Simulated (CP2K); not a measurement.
Band structure of Ba₃Pb₅ (Cmcm, 16 atoms in the cell).

```
Ba3Pb5
1.0
    7.18277     0.00000     0.00000
    1.47767     7.02913     0.00000
    0.00000     0.00000    11.38000
Pb Ba
10 6
Direct
  0.01436   0.58378   0.25000
  0.98564   0.41622   0.75000
  0.58378   0.01436   0.75000
  0.41622   0.98564   0.25000
  0.80496   0.19504   0.55398
  0.19504   0.80496   0.05398
  0.19504   0.80496   0.44602
  0.80496   0.19504   0.94602
  0.46201   0.53799   0.25000
  0.53799   0.46201   0.75000
  0.70685   0.70685   0.00000
  0.29315   0.29315   0.50000
  0.29315   0.29315   0.00000
  0.70685   0.70685   0.50000
  0.86440   0.13560   0.25000
  0.13560   0.86440   0.75000
```

Method of the run: LDA (Pade form), GPW, DZVP-MOLOPT-SR-GTH basis, GTH-PADE potentials (GTH_POTENTIALS) (CP2K).

Settings: CUTOFF = 500 Ry; REL_CUTOFF = 50 Ry; SMEAR/METHOD = FERMI_DIRAC; ELECTRONIC_TEMPERATURE = 1160.45 K; KPOINTS/SCHEME = MONKHORST-PACK 3 3 2; GAMMA_CENTERED = T; XC_FUNCTIONAL = PADE; Pb/BASIS_SET = DZVP-MOLOPT-SR-GTH; Pb/POTENTIAL = GTH-PADE-q4; Ba/BASIS_SET = DZVP-MOLOPT-SR-GTH; Ba/POTENTIAL = GTH-PADE-q10; METHOD = GPW; EPS_DEFAULT = 1e-11; EXTRAPOLATION = USE_GUESS.

The starting cell comes from a database of published, mostly measured structures (it also holds non-ambient and calculated ones), without a prior relaxation at this level. Spin-orbit coupling is off. Values carry the incompleteness of an atom-centred basis.

Levels in eV from the Fermi level, bands 47 to 52:
```csv
point,47,48,49,50,51,52
Γ,-0.77,-0.76,-0.26,-0.14,-0.12,0.62
X,-0.80,-0.75,-0.51,-0.25,0.08,0.26
S,-1.04,-0.91,-0.47,-0.35,0.09,0.66
R,-0.90,-0.90,-0.34,-0.34,-0.09,-0.09
A,-0.79,-0.79,-0.28,-0.28,0.32,0.32
Z,-0.97,-0.97,0.03,0.03,0.33,0.33
Y,-0.69,-0.60,-0.42,-0.32,-0.08,0.32
X1,-0.80,-0.75,-0.51,-0.25,0.08,0.26
A1,-0.79,-0.79,-0.28,-0.28,0.32,0.32
T,-0.64,-0.64,-0.35,-0.35,0.45,0.45
```

Bands cross the Fermi level along this path, so the cell is metallic at this level.

Higher empty bands are left out: an atom-centred basis made for the valence describes them poorly.
